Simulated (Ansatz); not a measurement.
We consider Cd(OH)2 (P-3m1, No. 164; cell taken from a computed entry), described by PBE0 (Ansatz, a program for electronic structure, PAW).

Numerical settings: plane-wave cutoff 500 eV, 12×12×6 k mesh (along the axes of the cell as run), gaussian smearing 0.02 eV, scalar-relativistic PAW data made under PBE.

Cell (relaxed with r²SCAN):

```cif
data_H2CdO2
_chemical_formula_sum 'Cd1 H2 O2'
_space_group_name_H-M_alt 'P 1'
_space_group_IT_number 1
_cell_length_a 3.51743
_cell_length_b 3.51743
_cell_length_c 4.65691
_cell_angle_alpha 90.000
_cell_angle_beta 90.000
_cell_angle_gamma 120.000
loop_
_space_group_symop_operation_xyz
  'x, y, z'
loop_
_atom_site_label
_atom_site_type_symbol
_atom_site_fract_x
_atom_site_fract_y
_atom_site_fract_z
_atom_site_occupancy
Cd1 Cd 0.00000 0.00000 0.00000 1
H1 H 0.66667 0.33333 0.55569 1
H2 H 0.33333 0.66667 0.44431 1
O1 O 0.66667 0.33333 0.76276 1
O2 O 0.33333 0.66667 0.23724 1
```

Question: What does this level give for the band gap?

Answer: 
band gap: 4.15 eV (on the SCF k mesh)

Note: cell and atoms aren't relaxed at this level (largest force component 0.22 eV/Å, pressure 0.2 GPa).

Spin–orbit coupling is not included.

Computed values are for the static lattice.
